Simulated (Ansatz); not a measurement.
The reference is CdSe in the zinc blende structure (space group F-43m, No. 216; a = 6.082 Å).

Level of theory: PBEsol, PAW, 420 eV (Ansatz, a first-principles code; no spin-orbit coupling).

Carriers are added at fixed cell with a uniform background; the Fermi–Dirac width is that of 300 K.

One change was made to it. Results:

The gap character remains direct at Γ; the gap between the host's bands shrinks by 0.04 eV (0.48 eV → 0.44 eV); the Fermi level relative to the doped band's edge (positive inside the band; to 0.05 eV) comes out as +1.70 eV.

Task: What was done to the base?
(A) electrons 1.5×10^21 cm⁻³
(B) electrons 5.0×10^21 cm⁻³
(C) electrons 5.0×10^20 cm⁻³
(D) holes 5.0×10^20 cm⁻³

Result: A, electrons 1.5×10^21 cm⁻³. For comparison, the Fermi level from band edge in the other runs: holes 5.0×10^20 cm⁻³ gives +0.10 eV; electrons 5.0×10^20 cm⁻³ gives +1.25 eV; electrons 5.0×10^21 cm⁻³ gives +2.20 eV.

Charged cell with a jellium background: band edges are those of the host's band count, energies are not comparable with the neutral cell, and many-body gap narrowing is missing. Gaps are read on the SCF mesh and a high-symmetry path. No phonon test of stability was made.
